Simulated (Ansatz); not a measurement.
The starting structures come from a database of crystals and need not be the phases stable at ambient conditions.

 Where the default PAW files enter, the runs use the earlier of Ansatz's two default sets.

Here is the system:

```xyz
3
Lattice="4.0095 0.0000 0.0000 0.0000 5.6703 0.0000 2.0048 2.8352 2.0048" Properties=species:S:1:pos:R:3 pbc="T T T"
Li     2.0048     4.2528     0.0000
Li     2.0048     1.4176     0.0000
S      0.0000     0.0000     0.0000
```

Space group of this cell: Fm-3m, anti-fluorite. The cell is taken as given.

Transport runs along the normal of the first two printed cell vectors, the (110) plane of the conventional cell.

The gap is the functional's own. No spin-orbit coupling. Mid-gap values are interpolated on the energy grid.

### Question
Compute, with r2SCAN (Ansatz, a first-principles code), the band gap and the smallest decay constant κ at mid-gap.

### Answer
Gap 3.87 eV on a 14×14×14 mesh; κ = 0.309 1/Å, at the zone centre.
